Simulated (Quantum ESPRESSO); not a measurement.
Quantum ESPRESSO 7.5, DFT, PBE, plane waves, PseudoDojo 0.5 standard norm-conserving PBE (local tails restored to the Coulomb form): fcc Al with 3 Cu on Al sites, atoms displaced (Al5Cu3), unrelaxed at the host's lattice constant, 8 atoms. Basis and mesh were picked for this test and aren't claimed converged.

- cell: 5.73, 5.73, 5.73 Å; 60, 60, 60°
- distance to the nearest atom: 2.82 to 2.84 Å
- task: scf
- k mesh: 3×3×3
- ecutwfc: 92 Ry
- ecutrho: 368 Ry
- occupations: smearing
- smearing: mv
- degauss: 0.02 Ry
- conv_thr: 8e-09 Ry
- tprnfor: true
- tstress: false
- k-point pools (-nk): 8
- diagonalization: david (default)
- k-points computed: 14
- bands: 43
- electrons: 72
- G-vectors of the density: 106907
- FFT grid: 72×72×72

Settings of this run: mixing_mode = TF, mixing_beta = 0.1, mixing_ndim = 8; 8 ranks.

```tsv
SCF iteration	band solver's avg # of iterations (first pass)	estimated scf accuracy (Ry)
1	3.6	3.71837600
2	1.0	1.54996412
3	2.0	0.05720597
4	7.4	0.05645409
5	1.2	0.07241649
6	2.2	0.17519292
7	1.1	0.06538240
8	2.0	0.01768736
9	2.0	0.00122608
10	4.9	0.01379973
11	2.2	0.00053931
12	1.0	0.00097341
13	1.0	0.00031811
14	1.0	0.00008272
15	2.5	0.00000554
16	3.6	0.00000769
17	2.0	0.00000173
18	3.0	0.00002456
19	3.0	0.00000028
20	2.3	0.00000004
21	2.0	0.00000003
22	1.0	4.1E-09
```

It converged after 22 SCF iterations.

The cycle is slow. Which setting should be changed?

Several could match; the one computed here: mixing_beta = 1 (12 SCF iterations), all else kept. The other changes of this size gave: mixing_beta = 0.4 (13); mixing_beta = 0.2 (14); mixing_beta = 0.7 (14); mixing_mode = plain (17); mixing_mode = local-TF (18). The first change moves the result by: energy under 0.001 meV/atom, forces (largest component) 0.0082 meV/Å. Counts are of single runs.
